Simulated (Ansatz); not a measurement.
Consider the following.

```xyz
2
Lattice="0.0000 2.6867 2.6867 2.6867 0.0000 2.6867 2.6867 2.6867 0.0000" Properties=species:S:1:pos:R:3 pbc="T T T"
Cr     0.0000     0.0000     0.0000
Sn     2.6867     2.6867     2.6867
```

Spin-polarised, with starting moments of sign Cr+ Sn0.

Calculations: Ansatz (a program for electronic structure), PBEsol, PAW, cutoff 420 eV, scalar-relativistic without spin-orbit coupling, earlier PAW set. k-mesh 15×15×15 (Γ-centred); smearing 0.05 eV (Fermi–Dirac).

Problem. Predict the space group and largest site moment.

Solution. Space group: Fm-3m (No. 225)
Largest site moment: 2.59 μB

Other magnetic orders, which the real material may have, were not ruled out. Stability against distortions was not tested. The cell was made from SnTe by this change: Te → Cr; the result is a hypothetical phase, not in the database extracts checked.
